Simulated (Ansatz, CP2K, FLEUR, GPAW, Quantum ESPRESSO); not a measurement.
# One structure in several programs: PbSe2 (I4/mcm, 6 atoms in the cell)

Self-consistent single point.

```yaml
crystal:
  lattice:
    - [-3.22050, 3.22050, 3.88034]
    - [3.22050, -3.22050, 3.88034]
    - [3.22050, 3.22050, -3.88034]
  atoms:
    - { symbol: Pb, position: [0.25000, 0.25000, 0.00000] }
    - { symbol: Pb, position: [0.75000, 0.75000, 0.00000] }
    - { symbol: Se, position: [0.62982, 0.12982, 0.75964] }
    - { symbol: Se, position: [0.37018, 0.87018, 0.24036] }
    - { symbol: Se, position: [0.12982, 0.37018, 0.50000] }
    - { symbol: Se, position: [0.87018, 0.62982, 0.50000] }
```

Shared settings, as Ansatz (an electronic-structure program) writes them: kpoints.mp_grid.grid = 4 4 4; scf.occupations.method = gaussian; scf.occupations.width = 0.0147 Ry. Potentials and cutoffs stand in the table.

```csv
code,model,pressure (GPa),largest force (eV/Å),cutoff
Quantum ESPRESSO,"PBEsol, SSSP 1.1.2 efficiency (PBE) pseudopotentials",-0.97,0.292,55 Ry
FLEUR,"PBEsol, all-electron FLAPW (FLEUR), scalar-relativistic valence",–,0.421,Kmax 3.9 1/bohr
GPAW,"PBEsol, GPAW PAW datasets PBEsol (made by gpaw-setup)",-1.12,0.296,550 eV
CP2K,"PBEsol, GPW, TZVP-MOLOPT-SR-GTH basis, GTH-PBE potentials (GTH_POTENTIALS)",0.90,0.568,grid 400 Ry
Ansatz,"PBEsol, PAW files made with PBE",-1.00,0.270,default
```

A dash marks a value that a program does not give, or that is left out as unsure.

No clean gap comes from Quantum ESPRESSO, GPAW, CP2K and Ansatz: levels at the Fermi energy touch, overlap or are partly filled at this smearing.

On Ansatz's run: spin-orbit coupling is off.

The spread over the programs that give each value: pressure within 2.02 GPa; largest force within 0.298 eV/Å.

CP2K uses small atom-centred bases, whose incompleteness enters pressures, forces and empty levels differently from a plane-wave cutoff. FLEUR treats all electrons, but the usual bases taken here (sphere radii, linearisation, local orbitals, empty states) were not tested for convergence, so the values are no reference for the others. Ansatz's pressure is given at a fixed set of plane waves, as the other plane-wave codes print theirs. In the pressure, CP2K (by 1.90) lies more than 1 GPa from the median of the plane-wave programs. In the force vectors, FLEUR (by 0.129) and CP2K (by 0.276) lie more than 0.08 eV/Å from the median of the plane-wave programs.

The starting cell comes from a database of computed structures (which also holds hypothetical and non-ambient phases and stackings), without a prior relaxation at this level. Its lattice was rescaled by a random factor within 2.5 % of one.

Left out of this page: Elk (not drawn, or without a comparable value).

Keys are those of Ansatz 0.2.
